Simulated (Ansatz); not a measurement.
**WTe₂ (P6₃/mmc, No. 194, 6 atoms in the cell; start mp-1019322; a measured phase of this formula has another space group)**

Method: HSE06 in Ansatz (plane waves, PAW).

Run with plane-wave cutoff 460 eV, 9×9×2 k mesh (along the axes of the cell as run), Fermi–Dirac smearing 0.01 eV, no spin polarisation, scalar-relativistic PAW data made under PBE.

Cell (relaxed at this level):

WTe2 is modelled in the hexagonal space group P6₃/mmc (No. 194), Pearson symbol hP6. Cell: a = 3.5206 Å, b = 3.5206 Å, c = 15.2002 Å, α = 90.00°, β = 90.00°, γ = 120.00°. Te on 4f sees 3 W at 2.713 Å (trigonal pyramidal). W on 2c sees 6 Te at 2.713 Å (trigonal prismatic). (Neighbours: up to the widest gap in distance over summed covalent radii, below 1.35, at either atom; cation-cation and far metal-metal contacts left out.)

```yaml
band_gap: 1.41 eV
smallest_direct_gap_on_the_k_points_sampled: 1.46 eV
"Γ–Γ gap": 3.92 eV
```

Note: the relaxation could not lower the start's symmetry, so the cell can be a saddle point above a distorted one; the cell has widely spaced layers and the level no dispersion term, so their spacing and the moduli can rest on weak binding.

Spin–orbit coupling is not included; with these elements it can move the gap by several tenths of an eV or more.

A start named mp-… is a Materials Project structure, which need not be a measured phase.

Ansatz is a first-principles code.
